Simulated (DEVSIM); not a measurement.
Device: abrupt In0.53Ga0.47As p-n junction, at 250 K.

```
layer (left to right)        material  thickness (μm)  Nd (cm⁻³)  Na (cm⁻³)  τn (s)  τp (s)
---------------------  --------------  --------------  ---------  ---------  ------  ------
1                      In0.53Ga0.47As            2.70          -     5.9e16  3.9e-9  3.9e-9
2                      In0.53Ga0.47As           0.910     1.1e15          -  3.9e-9  3.9e-9
```

Left contact: ohmic. Right contact: ohmic. Voltage is applied to the left contact. Recombination: SRH at mid-gap, Auger. Mobility is μmin + (μ − μmin)/(1 + (N/Nref)^α).

The device is made up for the run: typed textbook-type constants, with dimensions and the other settings drawn at random. Values at 300 K; Nc and Nv go as T^1.5, mobilities as T to minus their exponent, the gap by Varshni's rule with the affinity fixed.

```tsv
parameter	In0.53Ga0.47As
gap (eV)	0.74
affinity (eV)	4.51
permittivity	13.9
Nc (cm⁻³)	2.1e17
Nv (cm⁻³)	7.7e18
μn (cm²/Vs)	12000
μp (cm²/Vs)	300
μn,min	300
μp,min	10
Nref,n	1.3e17
Nref,p	4.9e17
αn	0.48
αp	0.4
T exponent of μn	1.6
T exponent of μp	1.6
Cn (cm⁶/s)	5e-29
Cp (cm⁶/s)	5e-29
Varshni α (eV/K)	0.00035
Varshni β (K)	190
```

Model (solved in DEVSIM): 1D drift-diffusion, Boltzmann statistics, complete ionisation; no tunnelling, impact ionisation, image-force lowering or self-heating.

Base results: potential step across the device at zero bias (V) 0.548; dark forward voltage at 100 A/cm² (V) 0.520; largest field in the device at zero bias (V/cm) 15000.

**Question.** What follows from this one change: temperature 250 → 450 K?

**Answer.** potential step across the device at zero bias 0.548 → 0.257 V; dark forward voltage at 100 A/cm² 0.520 → 0.222 V; largest field in the device at zero bias little changed (16000 V/cm).

**Question.** What follows from this one change: doping Na of layer 1 5.9e+16 → 1.8e+17 cm^-3?

**Answer.** potential step across the device at zero bias 0.548 → 0.572 V; dark forward voltage at 100 A/cm² 0.520 → 0.524 V; largest field in the device at zero bias 15000 → 22000 V/cm.

**Question.** What follows from this one change: constant mobility in place of the doping-dependent one?

**Answer.** potential step across the device at zero bias little changed (0.548 V); dark forward voltage at 100 A/cm² 0.520 → 0.511 V; largest field in the device at zero bias little changed (15000 V/cm).
